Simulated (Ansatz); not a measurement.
Structure of amorphous Si$_{24}$O$_{48}$Ir (periodic cell):

```xyz
73
Lattice="10.3214 0.0000 0.0000 0.0000 10.3214 0.0000 0.0000 0.0000 10.3214" Properties=species:S:1:pos:R:3 pbc="T T T"
Si     0.9507     4.6082    10.0544
Si     2.0428     2.0713     6.1956
Si     1.5926     0.0519     1.5928
Si     4.8041     9.7628     3.3257
Si     3.9091     5.3352    10.0609
Si     7.5981     0.1799     6.3354
Si     3.0503     3.9591     3.7774
Si     7.7309     9.2181     3.5491
Si     4.7212     0.9118     6.0203
Si     2.2379     8.2024     3.2151
Si     2.9438     6.4376     5.5426
Si     7.1620     7.1629     8.6572
Si     0.7308     4.7523     7.1099
Si     5.5744     3.0561     9.7751
Si     0.7776     5.5753     2.4219
Si     6.5307     5.3100     0.8570
Si     9.2811     9.6418     8.7518
Si     4.1343     7.6835     8.1296
Si     0.3922     1.5208     9.8189
Si     8.0299     5.3176     6.3623
Si     4.1415     1.8671     1.8680
Si     8.2848     6.1710     3.4572
Si     6.6449     2.6837     7.0062
Si     1.9432     9.6227     9.1378
O      9.5577     4.7775     6.4767
O      1.6822     6.9286     2.3793
O      2.5237     4.6192     0.1758
O      8.4656     9.5826     7.3292
O      2.1493     9.3367     0.4261
O      3.7201     8.7051     2.7258
O      0.1617     5.3670     0.9252
O      4.5513     2.1436     0.3195
O      7.9165     1.7683     6.5603
O      8.0713    10.1367     4.8303
O      5.4415     2.3939     5.9187
O      2.6529     1.2303     1.9602
O      8.4703     7.7769     3.5987
O      2.3530     7.7555     4.7735
O      5.7319     7.9212     8.4359
O      7.0020     4.2435     6.9915
O      4.0111     7.0044     6.6449
O      5.9619    10.2844     6.5951
O      3.3376     1.2408     6.8464
O      4.1488     3.2374     2.7829
O      3.6201     5.3286     4.5204
O      7.0631     6.0545     9.8274
O      8.4147     8.0898     9.2581
O      6.6678     3.7077     0.5099
O      1.7133     4.3458     2.9260
O      8.1797    10.0355     2.2037
O      1.3763     3.2448     7.1562
O      6.1365     8.8816     3.5634
O      5.1787     0.7016     2.3587
O      3.2145     9.0345     8.2864
O      0.3001     0.8530     1.0034
O      9.4489     0.9738     8.9588
O      2.6230     2.8449     4.8747
O      0.5008     9.0228     8.6040
O      4.2165     0.1383     4.6822
O      7.6185     5.5704     4.8126
O      3.5277     6.6724     9.2458
O      1.7675     0.9495     9.0877
O      1.6702     5.7366     6.2465
O      4.7140     4.2853     9.0938
O      7.3596     5.7499     2.1755
O      7.7702     6.6572     7.2475
O      0.3694     3.1100     9.9494
O      9.8017     5.6021     3.3897
O      0.6806     5.3382     8.6323
O      6.2342     2.2473     8.5395
O      1.2509     9.4866     2.9293
O      4.9179     5.6657     1.0030
Ir     8.2948     9.1196     0.5794
```

These are PBE, scalar-relativistic without spin-orbit coupling (plane waves to 420 eV, PAW; Ansatz, a program for electronic structure) values and carry that method's errors. In the spin-polarised cell the level spacing at the Fermi energy can part levels of unlike spin.

It comes from a melt-quench run on a machine-learned potential (CHGNet), relaxed afterwards by DFT. O atoms were pushed apart under 1.9 Å during the dynamics, to hinder bonds among them. The hot cell started wider than the set density and was brought back towards it in steps. It is the lowest in DFT energy of 2 quenches. It is a model cell: composition and starting density were chosen by hand, and all elements were melted together. No dispersion term was used. Its density started from a set value of 2.47 and ended at 2.47 g/cm³. Cooling (nominally 320 K/ps over its main leg) ran many orders faster than in experiment, which tends to leave more defects and strain. One small periodic cell is one sample of the glass; other quenches scatter about these values. The volume was held where the preparation left it, at a PBE pressure of 1.5 GPa. Stress components on the final sampling reach 2.1 GPa.

Cut-offs for bonds: Si-Si 2.60 Å, Si-O 1.98 Å, Si-Ir 2.77 Å, O-O 1.58 Å, O-Ir 2.48 Å, Ir-Ir 3.10 Å. Two cations that share two anions don't count as bonded, nor two that share one unless they lie closer than Si-Si 2.38 Å, Si-Ir 2.70 Å, Ir-Ir 3.02 Å.

Problem. Give the coordination numbers, mean bond lengths and angles.

Solution. 
```
Property                                                                                              Value
---------------------------------  ------------------------------------------------------------------------
Mean coordination of Si by anions  3.96 (1 with 3, 23 with 4); 1 close contacts or bonds to cations besides
Mean coordination of O                                                           2.02 (47 with 2, 1 with 3)
Mean coordination of Ir by anions             2.00 (1 with 2); 1 close contacts or bonds to cations besides
Mean Si-O bond                                                         1.637 Å (spread 0.027 Å, 95 counted)
Mean O-Ir bond                                                          1.905 Å (spread 0.037 Å, 2 counted)
Bond angle at Si                                                                   mean 109.1°, spread 7.3°
Bond angle at O                                                                   mean 134.8°, spread 16.1°
```

Problem. Which atoms depart from the most common coordination of their element?

Solution. Si2 has 3 (O57 1.64 Å, O51 1.66 Å, O43 1.67 Å); Si17 has 5 (O28 1.64 Å, O58 1.67 Å, O56 1.67 Å, O47 1.85 Å, Ir73 2.42 Å); O47 has 3 (Si12 1.67 Å, Si17 1.85 Å, Ir73 1.94 Å).

Problem. List the pairs of like atoms that count as bonded by the rules above.

Solution. There are none by these rules.
